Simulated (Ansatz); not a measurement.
Bond-angle distributions (per cent of the angles at each element, bins of 10°) of a relaxed model of amorphous Si$_{24}$Al$_{6}$Y$_{6}$O$_{48}$N$_{12}$ at 3.10 g/cm³. The numbers are results of PBE, scalar-relativistic without spin-orbit coupling (plane waves to 420 eV, PAW; Ansatz, a first-principles code), not measurements.

It comes from a melt-quench run on a machine-learned potential (CHGNet), relaxed afterwards by DFT. O and N atoms were pushed apart under 1.9 Å during the dynamics, to hinder bonds among them. The hot cell started wider than the set density and was brought back towards it in steps. It is the lowest in DFT energy of 2 quenches. It is a model cell: composition and starting density were chosen by hand, and all elements were melted together. No dispersion term was used. Its density started from a set value of 3.20 and ended at 3.10 g/cm³. The quench (nominally 570 K/ps over its main leg) was far faster than any real one, so the model tends to hold more defects than a real film. One small periodic cell is one sample of the glass; other quenches scatter about these values. Volume and shape were free in the relaxation.

Neighbours within Si-Si 2.60 Å, Si-Al 2.55 Å, Si-Y 3.09 Å, Si-O 1.98 Å, Si-N 2.04 Å, Al-Al 2.66 Å, Al-Y 3.20 Å, Al-O 2.24 Å, Al-N 2.26 Å, Y-Y 3.74 Å, Y-O 2.88 Å, Y-N 2.88 Å, O-O 1.58 Å, O-N 1.64 Å, N-N 1.70 Å count as bonded. Two cations that share two anions don't count as bonded, nor two that share one unless they lie closer than Si-Si 2.38 Å, Si-Al 2.48 Å, Si-Y 3.01 Å, Al-Al 2.59 Å, Al-Y 3.11 Å, Y-Y 3.64 Å.

```
angle (°)  at Si  at Al  at Y
---------  -----  -----  ----
50-60          0      0     2
60-70          0      0    15
70-80          0      2    15
80-90          5      8    10
90-100        13     22    12
100-110       37     30     6
110-120       37     12     9
120-130        6     18     7
130-140        1      5     9
140-150        0      0     4
150-160        0      2     8
160-170        0      0     0
170-180        1      0     0
```

They go with these counts of neighbours within the cut-offs, cation contacts included: Si mean 4.0, most often 4; Al mean 4.2, most often 4; Y mean 6.2, most often 6.
